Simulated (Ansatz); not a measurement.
N on the 1x1 (100) surface of fcc Cu, one in a 2x2 cell: adsorption energies (eV for each) against ½ N2(g) in Ansatz (plane waves, PAW). Structures relaxed with PBE; the other functionals are single points on them, with slab and gas at the same level. No dispersion, zero-point or thermal terms. Rows are starts at which the adsorbate stayed.

Set-up: 17 atoms, 5.3 Å thick at the start under the adsorbate (thin: gaps and levels are the slab's own); mesh 6x6x1; 0.1 eV smearing; dipole correction on; 8 atoms held, the rest relaxed; each run with such symmetry as its start has; spin-polarised, no spin-orbit, no U, no dispersion correction.

```json
[
 {"site": "top Cu", "PBE": "3.51", "RPBE": "3.58", "r2SCAN": "3.32"},
 {"site": "hollow Cu-Cu-Cu-Cu over Cu at depth 1.8 Å", "PBE": "0.44", "RPBE": "0.75", "r2SCAN": "0.14"},
 {"site": "bridge Cu-Cu (span 2.6 Å)", "PBE": "2.12", "RPBE": "2.34", "r2SCAN": "2.01"}
]
```

RPBE moves the energies by 0.20 eV on average against PBE and puts 'hollow Cu-Cu-Cu-Cu over Cu at depth 1.8 Å' lowest, as PBE does. r2SCAN moves the energies by -0.20 eV on average against PBE and puts 'hollow Cu-Cu-Cu-Cu over Cu at depth 1.8 Å' lowest, as PBE does.

Ansatz is an electronic-structure program.
